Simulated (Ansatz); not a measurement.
The reference is ZnS in the zinc blende structure (space group F-43m, No. 216; a = 5.3567 Å). Axes: x, y, z lie along the cube axes.

Structures relaxed with PBEsol (Ansatz, a first-principles code, PAW, no SOC).

Base:

Simulated powder pattern, Co Kα, λ = 1.79026 Å (kinematic, ideal powder, no thermal factors, no anomalous dispersion; the 10 strongest lines at most, above 2 %, up to 2θ = 90°):

```tsv
2θ (°)	I/Imax (%)	hkl
33.65	100	(111)
39.05	12	(200)
56.41	58	(220)
67.32	39	(311)
70.74	3.0	(222)
83.89	9.3	(400)
```

After one change:

Simulated powder pattern, Co Kα, λ = 1.79026 Å (kinematic, ideal powder, no thermal factors, no anomalous dispersion; the 10 strongest lines at most, above 2 %, up to 2θ = 90°):

```tsv
2θ (°)	I/Imax (%)
33.47	100
33.83	100
39.05	24
55.93	20
56.42	78
56.90	19
66.99	27
67.21	14
67.65	25
83.90	19
```

Q: What was done to the base?
(A) tensor shear ε_xy = −1.38 %
(B) tensor shear ε_xz = −0.79 %
(C) biaxial strain −4.52 %, plane normal [110], relaxed out of plane
(D) uniaxial stress, 0.5 GPa tension along x

A: B, tensor shear ε_xz = −0.79 %. Its volume per atom is 19.21 Å³ against 19.21 Å³, and its space group is Imm2 (No. 44).

Stability under load was not tested beyond the relaxation.
